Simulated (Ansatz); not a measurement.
Hypothetical zinc blende TlBr, response to strain

Base system: TlBr in the zinc blende structure (space group F-43m, No. 216; a = 7.311 Å; a hypothetical phase, not in the database extracts checked). Axes: x, y, z lie along the cube axes.

Strains are applied to the cell and any free atomic positions relax; under biaxial strain the out-of-plane vector relaxes too.

Computed with PBEsol, PAW, 420 eV (Ansatz, an electronic-structure program; without spin-orbit coupling), earlier PAW set.

Notes on the quantities. energy relative to the base: free energy F.

```tsv
change	shortest interatomic distance	electron mass	energy relative to the base	space group
base	3.166 Å	1.8 mₑ along k, 0.51 mₑ across (at X)	0 meV/atom	F-43m (No. 216)
biaxial strain −4.22 %, plane normal [001], relaxed out of plane	3.160 Å	2.1 mₑ along k, 0.53 mₑ across (at X)	+1.2 meV/atom	I-4m2 (No. 119)
biaxial strain +2.68 %, plane normal [001], relaxed out of plane	3.167 Å	2.6 mₑ along k, 0.54 mₑ across (at X)	+0.2 meV/atom	I-4m2 (No. 119)
biaxial strain +3.93 %, plane normal [001], relaxed out of plane	3.166 Å	–	+0.3 meV/atom	I-4m2 (No. 119)
biaxial strain −3.97 %, plane normal [110], relaxed out of plane	3.142 Å	–	-0.9 meV/atom	Imm2 (No. 44)
biaxial strain +3.57 %, plane normal [111], relaxed out of plane	3.310 Å	0.18 mₑ along k, 0.47 mₑ across (at L)	-105 meV/atom	R3m (No. 160)
isotropic strain −2.18 %	3.097 Å	1.7 mₑ along k, 0.49 mₑ across (at X)	+9.6 meV/atom	F-43m (No. 216)
isotropic strain +2.45 %	3.243 Å	1.8 mₑ along k, 0.54 mₑ across (at X)	+9.8 meV/atom	F-43m (No. 216)
uniaxial strain ε_zz = +1.67 %	3.183 Å	1.8 mₑ along k, 0.52 mₑ across (at X)	+0.5 meV/atom	I-4m2 (No. 119)
tensor shear ε_xy = −2.38 %	3.154 Å	1.8 mₑ along k, 0.51 mₑ across (at X)	-0.1 meV/atom	Imm2 (No. 44)
```

With Tl present, leaving out spin-orbit coupling can change the band edges. The levels and masses belong to the bands next to the band gap. Effective masses come from finite differences of ±0.01 Å⁻¹. Along k means along the line from Γ to the band edge. Whether these cells are dynamically stable was not tested. Under biaxial strain −3.97 %, plane normal [110], relaxed out of plane and biaxial strain +3.57 %, plane normal [111], relaxed out of plane the cell ends below the base's energy or with stress of the wrong sign: the atoms slid into a distortion or the cell is elastically unstable, so the base is not a stable minimum at this level.
